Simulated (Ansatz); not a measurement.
A calculation on CsCl-type TiCo returned lattice constant a 2.933 Å, formation enthalpy -0.406 eV/atom.

For reference: lattice constant a 2.995 Å (measured, room temperature, not corrected to a static lattice; as tabulated in Yamada et al. (2019), arXiv:1910.09660); formation enthalpy -0.428 ± 0.009 eV/atom (measured, 298 K, copied from a table, unchecked, not corrected to a static lattice; as tabulated in Wang et al. (2021), doi:10.1038/s41598-021-94550-5).

Task: Which level of theory produced these numbers?
(A) PBEsol (Ansatz, a program for electronic structure)
(B) PBE (Ansatz)
(C) rVV10 (Ansatz)
(D) LDA (Ansatz)

Result: A, PBEsol (Ansatz)

The others give: LDA 2.902 Å, -0.450 eV/atom; PBE 2.972 Å, -0.381 eV/atom; rVV10 2.983 Å, -0.395 eV/atom.

Unless a cell is named, each level is at its own relaxed cell (LDA 12.21, PBE 13.12, PBEsol 12.62, rVV10 13.27 Å³/atom).

The crystal itself was run without spin with LDA, PBE, rVV10, PBEsol; a magnetic state was not tried in these runs.

Ansatz's density-functional and Hartree–Fock values are scalar-relativistic unless marked +SOC, with PAW data made under PBE.
